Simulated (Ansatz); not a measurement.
## InP (model structure, started from the BN type, Pm-3n, No. 223, 12 atoms in the cell): properties by level of theory

| level (code) | lattice parameter a (Å) | cohesive energy (eV/atom) |
|---|---|---|
| LDA (Ansatz) | ___ | ___ |
| PBE (Ansatz) | ___ | ___ |
| r²SCAN+rVV10 (Ansatz) | 7.249 | ___ |

Question: What belongs in the gaps?

Answer: 
- LDA (Ansatz, a quantum-chemistry and plane-wave program), lattice parameter a (Å): 7.178
- LDA (Ansatz), cohesive energy (eV/atom): 3.78
- PBE (Ansatz), lattice parameter a (Å): 7.334
- PBE (Ansatz), cohesive energy (eV/atom): 3.01
- r²SCAN+rVV10 (Ansatz), cohesive energy (eV/atom): 3.24

Ansatz's density-functional and Hartree–Fock values are scalar-relativistic unless marked +SOC, with PAW data made under PBE.

Free atoms are spin-polarised, in the lowest state found; at levels without +SOC their spin–orbit coupling is left out.

A model structure was made by putting elements into a prototype or built by hand; it is no filed structure, need not be a known phase, and can be a saddle point held by its symmetry.
